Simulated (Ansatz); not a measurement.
The starting structures come from a database of crystals and need not be the phases stable at ambient conditions.

 Where the default PAW files enter, the runs use the earlier of Ansatz's two default sets.

The decay constant κ of evanescent states in the gap governs leakage through a thin film.

Input:

```xyz
3
Lattice="3.5993 0.0000 0.0000 -1.7996 3.1171 0.0000 1.7996 1.0390 3.0270" Properties=species:S:1:pos:R:3 pbc="T T T"
Zr     0.0000     0.0000     0.0000
O      1.7996     3.1171     2.2702
O      1.7996     1.0390     0.7567
```

Space group of this cell: R-3m. The cell is strained (lengths along the current scaled by 1.03, ions clamped); by r2SCAN its mean pressure is -7.0 GPa.

Transport runs along the normal of the first two printed cell vectors, the (111) (indices of the unstrained crystal) plane of the conventional cell.

The gap is the functional's own. No spin-orbit coupling. Mid-gap values are interpolated on the energy grid.

Give the band gap and the smallest decay constant κ at mid-gap that r2SCAN (Ansatz, a first-principles code) yields.

Gap 3.80 eV on a 12×12×12 mesh; κ = 0.444 1/Å, at (0.500, 0.000) of the in-plane reciprocal vectors. At the zone centre, at the nearest computed energy, the slowest state has κ = 0.45 1/Å.
